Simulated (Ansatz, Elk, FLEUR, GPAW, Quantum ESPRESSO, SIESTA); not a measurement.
## NiSi2 (Fm-3m, 3 atoms in the cell) computed with different codes at matched settings

Self-consistent single point, at a second geometry (lattice scaled by 0.98). First geometry:

```yaml
crystal:
  lattice:
    - [0.00000, 2.73638, 2.73638]
    - [2.73638, 0.00000, 2.73638]
    - [2.73638, 2.73638, 0.00000]
  atoms:
    - { symbol: Si, position: [0.25000, 0.25000, 0.25000] }
    - { symbol: Si, position: [0.75000, 0.75000, 0.75000] }
    - { symbol: Ni, position: [0.00000, 0.00000, 0.00000] }
```

Shared settings, as Ansatz (a quantum-chemistry and plane-wave program) writes them: kpoints.mp_grid.grid = 14 14 14; scf.occupations.method = fermi_dirac; scf.occupations.width = 0.05 eV. Potentials and cutoffs stand in the table.

```tsv
code	model	ΔF from the first geometry (meV/atom)	pressure (GPa)	cutoff
SIESTA	GGA PBE, numerical atomic orbitals DZP, PseudoDojo PBE standard norm-conserving potentials (rewritten from UPF to PSML)	6.7	6.04	grid 350 Ry
Quantum ESPRESSO	PBE, PSlibrary ultrasoft (PBE) pseudopotentials	12.9	7.21	50 Ry
GPAW	PBE, GPAW PAW datasets PBE (gpaw-data 1.0.1)	18.5	8.85	800 eV
Ansatz	PBE, default PAW files	12.4	7.40	420 eV
Elk	PBE, all-electron FP-LAPW, Elk's shipped species files, APW+lo basis with extra local orbitals	15.9	–	rgkmax 7.5
FLEUR	PBE, all-electron FLAPW (FLEUR), scalar-relativistic valence	14.6	–	Kmax 4 1/bohr
```

For Quantum ESPRESSO (by 0.4 GPa) the energy change implies a higher mean pressure, against the two pressures, than for the other programs: a sign of finite-basis (Pulay) stress.

A dash marks a value that a program does not give, or that is left out as unsure.

On Ansatz's run: spin polarisation is off.

The spread over the programs that give each value: ΔF from the first geometry within 11.8 meV/atom; pressure within 2.81 GPa.

SIESTA uses small atom-centred bases, whose incompleteness enters pressures, forces and empty levels differently from a plane-wave cutoff. Elk and FLEUR treat all electrons, but the usual bases taken here (sphere radii, linearisation, local orbitals, empty states) were not tested for convergence, so the values are no reference for the others. Ansatz's pressure is given at a fixed set of plane waves, as the other plane-wave codes print theirs; with its correction for the finite basis it is 7.45 GPa. In the pressure, SIESTA (by 1.36) and GPAW (by 1.45) lie more than 1 GPa from the median of the plane-wave programs.

The starting cell has typed, rounded lattice constants, without a prior relaxation at this level. Its lattice was rescaled by a random factor within 2.5 % of one. For this run, on top of that: lattice scaled by 0.98.

Left out of this page: ABINIT (with a known weakness of the program).

Keys are those of Ansatz 0.2.
